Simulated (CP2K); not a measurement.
Input and output of a self-consistent single point for SrZn5 (P6/mmm, 6 atoms in the cell) (CP2K).

Method of the run: PBEsol, GPW, DZVP-MOLOPT-SR-GTH basis, GTH-PBE potentials (GTH_POTENTIALS) in CP2K.

The change in words: lattice scaled by 0.98. Reference geometry:
```
CELL_PARAMETERS angstrom
      5.48629     0.00000     0.00000
     -2.74315     4.75127     0.00000
      0.00000     0.00000     4.19856
ATOMIC_POSITIONS crystal
  Sr 0.00000 0.00000 0.00000
  Zn 0.66667 0.33333 0.00000
  Zn 0.33333 0.66667 0.00000
  Zn 0.50000 0.00000 0.50000
  Zn 0.50000 0.50000 0.50000
  Zn 0.00000 0.50000 0.50000
```

Reference input (self-consistent single point, DFT PBEsol, GPW, DZVP-MOLOPT-SR-GTH basis, GTH-PBE potentials (GTH_POTENTIALS)): CUTOFF = 600 Ry; REL_CUTOFF = 40 Ry; SMEAR/METHOD = FERMI_DIRAC; ELECTRONIC_TEMPERATURE = 1160.45 K; KPOINTS/SCHEME = MONKHORST-PACK 5 5 5; XC_FUNCTIONAL = PBE:PBESOL; Sr/BASIS_SET = DZVP-MOLOPT-SR-GTH-q10; Sr/POTENTIAL = GTH-PBE-q10; Zn/BASIS_SET = DZVP-MOLOPT-SR-GTH-q12; Zn/POTENTIAL = GTH-PBE-q12; METHOD = GPW; EPS_DEFAULT = 1e-10. This run's input differs from it in these lines:

```diff
@@ -66,5 +66,5 @@
     &CELL
-      A 5.48629000 0.00000000 0.00000000
-      B -2.74314500 4.75126700 0.00000000
-      C 0.00000000 0.00000000 4.19856000
+      A 5.37656400 0.00000000 0.00000000
+      B -2.68828200 4.65624200 0.00000000
+      C 0.00000000 0.00000000 4.11458900
       PERIODIC XYZ
@@ -73,7 +73,7 @@
       Sr       0.00000000     0.00000000     0.00000000
-      Zn       2.74314774     1.58375408     0.00000000
-      Zn      -0.00000274     3.16751292     0.00000000
-      Zn       2.74314500     0.00000000     2.09928000
-      Zn       1.37157250     2.37563350     2.09928000
-      Zn      -1.37157250     2.37563350     2.09928000
+      Zn       2.68828469     1.55207911     0.00000000
+      Zn      -0.00000269     3.10416289     0.00000000
+      Zn       2.68828200     0.00000000     2.05729450
+      Zn       1.34414100     2.32812100     2.05729450
+      Zn      -1.34414100     2.32812100     2.05729450
     &END COORD
```

Log, with long lists cut:

```
 SCF WAVEFUNCTION OPTIMIZATION

  Step     Update method      Time    Convergence         Total energy    Change
     1 NoMix/Diag. 0.30E+00      -     1.70859797      -333.4925327859 -3.33E+02
     2 Broy./Diag. 0.30E+00      -     0.03571325      -335.5447022632 -2.05E+00
     3 Broy./Diag. 0.30E+00      -     0.03269801      -333.8118825831  1.73E+00
     4 Broy./Diag. 0.30E+00      -     0.02359176      -332.6523078356  1.16E+00
     5 Broy./Diag. 0.30E+00      -     0.00450578      -332.4695888857  1.83E-01
     6 Broy./Diag. 0.30E+00      -     0.00328599      -332.6230959298 -1.54E-01
   [... 10 lines left out ...]
    17 Broy./Diag. 0.30E+00      -     0.00000028      -332.6365140506 -1.42E-06
    18 Broy./Diag. 0.30E+00      -     0.00000016      -332.6365138526  1.98E-07
    19 Broy./Diag. 0.30E+00      -     0.00000015      -332.6365141679 -3.15E-07
    20 Broy./Diag. 0.30E+00      -     0.00000002      -332.6365142533 -8.54E-08
  *** SCF run converged in    20 steps ***

  Overlap energy of the core charge distribution:               0.00000000548656
  Self energy of the core charge distribution:               -457.02121902581735
  Core Hamiltonian energy:                                    139.65880346967285
  Hartree energy:                                              33.30982235263627
  Exchange-correlation energy:                                -48.58028968654667
  Electronic entropic energy:                                  -0.00363136885455
  Fermi energy:                                                 0.23901570769806

  Total energy:                                              -332.63651425332966
  Total energy (extrapolated to T->0):                       -332.63469856890237

   [... lines left out ...]

 STRESS| Analytical stress tensor [bar]
 STRESS|                        x                   y                   z
 STRESS|      x        3.18501290506E+04  -7.10490099114E+00   1.63444933904E-08
 STRESS|      y       -7.10490099114E+00   3.18408413438E+04  -1.04473230299E-08
 STRESS|      z        1.63444933904E-08  -1.04473230299E-08   4.34017684418E+04
 STRESS| 1/3 Trace                                             3.56975796121E+04
```

The run converged in 20 iterations. Against the reference run the free energy goes up by 8.5 meV/atom and the pressure goes from -0.80 to 3.57 GPa.

The starting cell comes from a database of computed structures (which also holds hypothetical and non-ambient phases and stackings), without a prior relaxation at this level. For this run, on top of that: lattice scaled by 0.98. Values carry the incompleteness of an atom-centred basis. The potentials were made for another functional than the one used. With a pressure of about 4 GPa the cell is away from its equilibrium volume at this level.

Cost on one core of a shared machine: roughly 2 min.
